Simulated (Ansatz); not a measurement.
**A computed series for CdTe: pressure series**

The parent structure is CdTe in the zinc blende structure (space group F-43m, No. 216).

```yaml
crystal:
  lattice:
    - [0.00000, 3.20432, 3.20432]
    - [3.20432, 0.00000, 3.20432]
    - [3.20432, 3.20432, 0.00000]
  atoms:
    - { symbol: Cd, position: [0.00000, 0.00000, 0.00000] }
    - { symbol: Te, position: [0.25000, 0.25000, 0.25000] }
```

Cell and atoms are relaxed at each pressure.

Method: LDA in Ansatz (plane waves to 420 eV, PAW, no SOC).

Candidates:
(a) pressure 22.5 GPa
(b) pressure 9 GPa
(c) pressure 15 GPa
(d) pressure 4.5 GPa

For the base:

- Band gap = 0.61 eV

### Question
Order them by band gap, highest first.

### Answer
(a) pressure 22.5 GPa (1.41 eV), (c) pressure 15 GPa (1.23 eV), (b) pressure 9 GPa (1.05 eV), (d) pressure 4.5 GPa (0.86 eV)

Spin-orbit coupling, missing from the scalar runs, can matter with Te. Load acts through the strain it causes; cell and atoms are relaxed under it. Whether these cells are dynamically stable was not tested. Measured, CdTe leaves this structure (for cinnabar) near 3.53 GPa (temperature not stated; as listed in Datta, Sujoy, Jana, Debnarayan, arXiv (2020)), on rising pressure, with hysteresis.

Ansatz is a program for electronic structure.
